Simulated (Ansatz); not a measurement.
## Parameter sweep on NaLaC₂O₆ (Pmc2_1, 20 atoms in the cell)

```
CELL_PARAMETERS angstrom
      5.17438     0.00000     0.00000
      0.00000     6.45285     0.00000
      0.00000     0.00000     7.22639
ATOMIC_POSITIONS crystal
  Na 0.50000 0.01730 0.70255
  Na 0.50000 0.98270 0.20255
  La 0.00000 0.63230 0.50298
  La 0.00000 0.36770 0.00298
  C  0.50000 0.53389 0.17403
  C  0.50000 0.46611 0.67403
  C  0.00000 0.91867 0.91743
  C  0.00000 0.08133 0.41743
  O  0.50000 0.35899 0.08889
  O  0.50000 0.64101 0.58889
  O  0.78818 0.98638 0.45436
  O  0.21182 0.01362 0.95436
  O  0.21182 0.98638 0.45436
  O  0.78818 0.01362 0.95436
  O  0.71809 0.37882 0.71081
  O  0.28191 0.62118 0.21081
  O  0.28191 0.37882 0.71081
  O  0.71809 0.62118 0.21081
  O  0.00000 0.73774 0.83979
  O  0.00000 0.26226 0.33979
```

Base run A: PBEsol, default PAW files made with PBE (Ansatz, an electronic-structure program), self-consistent single point.

Its settings: basis.ecutwfc = 30.9 Ry; kpoints.mp_grid.grid = 4 3 3; hamiltonian.xc = pbesol; hamiltonian.pseudopotentials = {kind: paw} (the program's default PAW files); scf.occupations.method = fixed.

The starting cell comes from a database of computed structures (which also holds hypothetical and non-ambient phases and stackings), without a prior relaxation at this level. Its lattice was rescaled by a random factor within 2.5 % of one. Ansatz's pressure includes its estimate of the finite-basis (Pulay) stress.

A dash stands where there is no value to compare (another energy zero or no entropy term, no result, no spin, no clean gap, or a mesh too coarse for one). 

```tsv
run	change	pressure (GPa)	largest force (eV/Å)	gap on the mesh (eV)	dispersion energy (eV/atom)
A	base	-0.89	0.207	4.083	–
B	hamiltonian.dispersion: default → d3bj [PBEsol-D3BJ]	-2.54	0.207	4.083	-0.123
C	hamiltonian.dispersion: default → d3bjatm [PBEsol-D3BJ-ATM]	-2.32	0.206	4.083	-0.114
D	basis.ecutwfc: 30.9 Ry → 36.7 Ry; hamiltonian.xc: pbesol → r2scan; hamiltonian.dispersion: default → d3bjatm [r2SCAN-D3BJ-ATM]	-1.41	0.198	4.777	-0.059
E	hamiltonian.dispersion: default → d4 [PBEsol-D4]	-1.87	0.213	4.083	-0.075
```

Run E against A: The pressure goes from -0.89 to -1.87 GPa, the largest force goes from 0.207 to 0.213 eV/Å and the gap on the mesh stays at 4.083 eV.

Run C against A: The pressure goes from -0.89 to -2.32 GPa, the largest force moves little (0.207 to 0.206 eV/Å) and the gap on the mesh stays at 4.083 eV.

Keys are those of Ansatz 0.2.
